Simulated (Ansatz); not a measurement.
## Effect of biaxial strain +1.20 %, plane normal [001], relaxed out of plane on TiO2

Start from TiO₂ in the anatase structure (space group I4_1/amd, No. 141; a = 3.739 Å, c = 9.455 Å). Axes: x, y, z lie along a, b, c of the conventional cell.

Now apply this change: tensile biaxial strain of 1.20 % in the plane normal to [001], as in epitaxy on a mismatched substrate; the out-of-plane cell vector and the atoms relax.

Calculations: Ansatz (a first-principles code) LDA, no spin-orbit coupling. Settings: 12×12×12 k-points, 0.05 eV Fermi–Dirac smearing.

The volume per atom increases by 0.065 Å³, from 11.02 Å³ to 11.08 Å³ and the space group stays I4_1/amd (No. 141). The shortest interatomic distance increases by 0.0161 Å to 1.928 Å and the energy grows by 3.0 meV/atom. The pressure (mean of the normal stresses, compression positive) goes from zero to -2.48 GPa and the band gap decreases by 0.12 eV to 1.96 eV. The gap character remains indirect, Γ–X (87 % along) → Γ and the smallest direct gap decreases by 0.07 eV to 2.37 eV. The width of the top valence band rises by 0.05 eV, from 0.86 eV to 0.91 eV and the out-of-plane strain is -1.78 %. The ratio −ε⊥/ε∥ is 1.48.

Final structure (turned so that z lies along the plane normal):

```yaml
crystal:
  lattice:
    - [3.78422, 0.00000, 0.00000]
    - [0.00000, 3.78422, 0.00000]
    - [1.89211, -1.89211, 4.64341]
  atoms:
    - { symbol: Ti, position: [0.25000, 0.25000, 0.50000] }
    - { symbol: Ti, position: [0.00000, 0.00000, 0.00000] }
    - { symbol: O, position: [0.46039, 0.03961, 0.07922] }
    - { symbol: O, position: [0.21039, 0.78961, 0.57922] }
    - { symbol: O, position: [0.78961, 0.21039, 0.42078] }
    - { symbol: O, position: [0.03961, 0.46039, 0.92078] }
```

Cost of the whole job for the changed cell (relaxation, final SCF and bands): about 2.5 core-minutes (a rough figure).

Stability against distortions was not tested. All final runs are without spin polarisation.
